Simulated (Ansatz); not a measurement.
The cell is made up: elements placed on another compound's structure type, so the phase may be hypothetical.

Tunnelling through a barrier is set by its complex band structure: the current falls as exp(−2κd) with the smallest κ.

Data:

```yaml
crystal:
  lattice:
    - [6.98760, 0.00000, 0.00000]
    - [0.00000, 6.98760, 0.00000]
    - [0.00000, 0.00000, 6.98760]
  atoms:
    - { symbol: Zn, position: [0.75000, 0.00000, 0.50000] }
    - { symbol: Zn, position: [0.50000, 0.75000, 0.00000] }
    - { symbol: Zn, position: [0.50000, 0.25000, 0.00000] }
    - { symbol: Zn, position: [0.25000, 0.00000, 0.50000] }
    - { symbol: Zn, position: [0.00000, 0.50000, 0.75000] }
    - { symbol: Zn, position: [0.00000, 0.50000, 0.25000] }
    - { symbol: Se, position: [0.75000, 0.50000, 0.00000] }
    - { symbol: Se, position: [0.00000, 0.75000, 0.50000] }
    - { symbol: Se, position: [0.00000, 0.25000, 0.50000] }
    - { symbol: Se, position: [0.25000, 0.50000, 0.00000] }
    - { symbol: Se, position: [0.50000, 0.00000, 0.75000] }
    - { symbol: Se, position: [0.50000, 0.00000, 0.25000] }
```

Space group of this cell: Pm-3n. The cell was relaxed by PBE-D3(BJ).

Transport runs along the normal of the first two printed cell vectors.

The gap is the functional's own, uncorrected, and κ follows it; spin-orbit coupling is left out. Mid-gap values are interpolated between the computed energies.

### Question
Compute, with r2SCAN run with Ansatz (an electronic-structure program), the band gap and the smallest decay constant κ at mid-gap.

### Answer
Gap 1.77 eV on a 6×6×6 mesh; κ = 0.117 1/Å, at the zone centre.
